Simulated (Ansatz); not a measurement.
Si (diamond structure), Σ5 (210) [001] symmetric tilt. One Al atom replaces one Si atom in a bicrystal of 68 atoms (one solute to 67 Å² of one boundary, a high coverage); atoms relaxed, cell held. Energies count from the site farthest from both boundaries, which lies only 4.9 Å away; negative means that the solute is drawn to the site. The cell is neutral, and spin is allowed where the electrons are odd. k-points: Γ-centred 2×4×1 mesh; occupations: Fermi-Dirac, 0.050 eV; spin-polarised, moments started parallel. Scalar-relativistic, no spin-orbit coupling.

Sites tried, by distance from the nearest boundary plane (Å): 0.02, 0.75, 1.17, 1.85.

Does Al segregate by PBE in Ansatz (a program for electronic structure), and with what energy at each site?

0.02 Å: -0.97 eV; 0.75 Å: -0.60 eV; 1.17 Å: -0.90 eV; 1.85 Å: -0.90 eV. The most favoured site tried binds it by 0.97 eV.
